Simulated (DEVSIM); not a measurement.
Structure: Schottky contact on p-type Si, at 400 K.

```
layer (left to right)  material  thickness (μm)  Na (cm⁻³)  τn (s)  τp (s)
---------------------  --------  --------------  ---------  ------  ------
1                            Si            5.90     4.3e16  5.5e-6  5.5e-6
```

Left contact: Schottky, work function 4.664 eV, emission velocity 3.7e6 cm/s. Right contact: ohmic. Voltage is applied to the left contact. Recombination: SRH at mid-gap. Mobility is constant in doping. Where it depends on doping, it is μmin + (μ − μmin)/(1 + (N/Nref)^α).

Constants are typed, rounded textbook-type inputs, not results; the design itself was drawn at random and stands for no fabricated device. Values at 300 K; Nc and Nv go as T^1.5, mobilities as T to minus their exponent, the gap by Varshni's rule with the affinity fixed. The table also holds parameters that only a changed run uses.

```tsv
parameter	Si
gap (eV)	1.124
affinity (eV)	4.05
permittivity	11.7
Nc (cm⁻³)	2.86e19
Nv (cm⁻³)	3.1e19
μn (cm²/Vs)	1417
μp (cm²/Vs)	470
μn,min	52
μp,min	45
Nref,n	9.7e16
Nref,p	2.2e17
αn	0.68
αp	0.72
T exponent of μn	2.3
T exponent of μp	2.2
Cn (cm⁶/s)	2.8e-31
Cp (cm⁶/s)	9.9e-32
Varshni α (eV/K)	0.000473
Varshni β (K)	636
```

DEVSIM, 1D drift-diffusion, Boltzmann statistics, complete ionisation; no tunnelling, impact ionisation, image-force lowering or self-heating. Metal contacts follow the ideal Schottky-Mott rule: no Fermi-level pinning, no interface dipoles.

Base results: dark forward voltage at 100 A/cm² (V) 0.101; largest field in the device at zero bias (V/cm) 52000; potential step across the device at zero bias (V) 0.241.

What follows from this one change: temperature 400 → 500 K?

dark forward voltage at 100 A/cm² 0.101 → 0.066 V; largest field in the device at zero bias 52000 → 35000 V/cm; potential step across the device at zero bias 0.241 → 0.135 V.

What follows from this one change: thickness of layer 1 5.9 → 3.5 μm?

dark forward voltage at 100 A/cm² 0.101 → 0.089 V; largest field in the device at zero bias little changed (52000 V/cm); potential step across the device at zero bias little changed (0.241 V).

What follows from this one change: metal work function 4.664 → 4.614 eV?

dark forward voltage at 100 A/cm² 0.101 → 0.147 V; largest field in the device at zero bias 52000 → 58000 V/cm; potential step across the device at zero bias 0.241 → 0.291 V.

What follows from this one change: doping-dependent mobility in place of the constant one?

dark forward voltage at 100 A/cm² 0.101 → 0.113 V; largest field in the device at zero bias little changed (52000 V/cm); potential step across the device at zero bias little changed (0.241 V).
